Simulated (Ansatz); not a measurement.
# TiC: pressure series

Base system: TiC in the rock salt structure (space group Fm-3m, No. 225).

```xyz
2
Lattice="0.0000 2.1663 2.1663 2.1663 0.0000 2.1663 2.1663 2.1663 0.0000" Properties=species:S:1:pos:R:3 pbc="T T T"
C      0.0000     0.0000     0.0000
Ti     2.1663     2.1663     2.1663
```

Cell and atoms are relaxed at each pressure.

Calculations: PBE (Ansatz, a quantum-chemistry and plane-wave program), without spin-orbit coupling, earlier PAW set.

Notes on the quantities. enthalpy: H = E + PV relative to the base's energy.

```json
[
 {"change": "base", "enthalpy": "–", "shortest interatomic distance": "2.166 Å", "density": "4.89 g/cm³"},
 {"change": "pressure −2 GPa", "enthalpy": "-0.13 eV/atom", "shortest interatomic distance": "2.172 Å", "density": "4.85 g/cm³"},
 {"change": "pressure −1 GPa", "enthalpy": "-0.06 eV/atom", "shortest interatomic distance": "2.169 Å", "density": "4.87 g/cm³"},
 {"change": "pressure 0.9 GPa", "enthalpy": "+0.06 eV/atom", "shortest interatomic distance": "2.164 Å", "density": "4.91 g/cm³"},
 {"change": "pressure 2.1 GPa", "enthalpy": "+0.13 eV/atom", "shortest interatomic distance": "2.160 Å", "density": "4.93 g/cm³"},
 {"change": "pressure 4.5 GPa", "enthalpy": "+0.28 eV/atom", "shortest interatomic distance": "2.154 Å", "density": "4.98 g/cm³"},
 {"change": "pressure 9 GPa", "enthalpy": "+0.56 eV/atom", "shortest interatomic distance": "2.142 Å", "density": "5.06 g/cm³"},
 {"change": "pressure 15 GPa", "enthalpy": "+0.93 eV/atom", "shortest interatomic distance": "2.128 Å", "density": "5.16 g/cm³"},
 {"change": "pressure 22.5 GPa", "enthalpy": "+1.37 eV/atom", "shortest interatomic distance": "2.111 Å", "density": "5.28 g/cm³"},
 {"change": "pressure 30 GPa", "enthalpy": "+1.81 eV/atom", "shortest interatomic distance": "2.096 Å", "density": "5.40 g/cm³"}
]
```

Load acts through the strain it causes; cell and atoms are relaxed under it. Whether these cells are dynamically stable was not tested. Competing high-pressure phases were not computed. All final runs are without spin polarisation.
